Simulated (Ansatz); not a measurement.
## rock-salt TiC: the defect O on the C site

These are PBE, PAW (plane waves to 420 eV; Ansatz, a program for electronic structure) values and carry that method's errors. Cell and caveats: 64-site cell; 4×4×4 shifted k-points; start: the C site; no Hubbard U; energies good to tenths of an eV; the relaxation kept the symmetry of the starting site.

Neighbours after relaxation, in Å: of the O atom: Ti 2.21, Ti 2.21, Ti 2.21, Ti 2.21, Ti 2.21, Ti 2.21.

Formation energies E_f are those of the neutral cell. Chemical conditions: C-rich (Δμ(C) = 0.00 eV, Δμ(O) = -3.74 eV, bounded by anatase TiO2; only phases computed here count, gases as isolated molecules at 0 K); Ti-rich (Δμ(C) = -1.33 eV, Δμ(O) = -4.79 eV, bounded by Ti2C (Fd-3m), TiO (P-62m); only phases computed here count, gases as isolated molecules at 0 K). Reference phases: C: graphite, O: O2 molecule in a box.

| charge | moment (μB) | point group | largest move off a lattice site (Å) | E_f, C-rich (eV) | E_f, Ti-rich (eV) |
|---|---|---|---|---|---|
| 0 | not spin-polarised | Oh | 0.04 | -0.69 | -0.98 |

Point groups are those of the whole cell at tolerances of 0.03 and 0.1 Å ("near" where only the looser one holds); none is given for unsettled states.

All states together cost about 2.7 core-minutes (a rough figure).
